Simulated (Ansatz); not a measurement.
Take ZnGeAs2 in the chalcopyrite structure (space group I-42d, No. 122; a = 5.655 Å, c = 11.187 Å) as the base. Axes: x, y, z lie along a, b, c of the conventional cell.

The values are results of PBEsol, PAW, 420 eV (Ansatz, a quantum-chemistry and plane-wave program; no spin-orbit coupling), not measurements.

Strains are applied to the cell and any free atomic positions relax.

One change was made to it. Results:

| quantity | base | after |
|---|---|---|
| energy relative to the base (free energy F) | 0 meV/atom | +3.7 meV/atom |
| band gap | 0.16 eV | zero |

**Question.** Name the change that was made.
A. tensor shear ε_xz = +0.40 %
B. tensor shear ε_xz = +1.60 %
C. tensor shear ε_xz = +0.80 %

**Answer.** B, tensor shear ε_xz = +1.60 %. For comparison, the band gap in the other runs: tensor shear ε_xz = +0.80 % gives 0.12 eV; tensor shear ε_xz = +0.40 % gives 0.14 eV.

Whether these cells are dynamically stable was not tested. All final runs are without spin polarisation. Gaps under 0.05 eV, about the width of the smearing, are given as zero. The zero or small gap of ZnGeAs2 can change with the level of theory.
